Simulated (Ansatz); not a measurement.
InP (F-43m): electron mass 0.0838 mₑ, hole mass 0.567 mₑ, dielectric constants ε∞ = 11.6 and ε₀ = 14.3, effective LO phonon energy 42 meV (band masses from r2SCAN with spin-orbit coupling, rigid bands (Ansatz, a quantum-chemistry and plane-wave program), cell and atoms relaxed with r2SCAN; dielectric constants and zone-centre modes from LDA (Ansatz) on its own relaxed cell).

Question: Estimate a shallow donor's binding energy, its radius and the Mott density in the hydrogenic model.

Answer: E_d = 13.606 eV × m/ε₀² = 5.58 meV and a = 0.0529 nm × ε₀/m = 9.03 nm; n^(1/3) a = 0.26 gives 2.4e16 cm⁻³. The orbit spans many cells, so the model is sensible.

Question: Bracket the exciton binding energy.

Answer: The reduced mass is 0.0730 mₑ, which gives 4.86 meV with ε₀ and 7.38 meV with ε∞. Both lie under the phonon energy, so the ions follow and the static value is the better guide.

Isotropic masses (harmonic means over directions) and a parabolic band; the masses carry the functional's gap error.
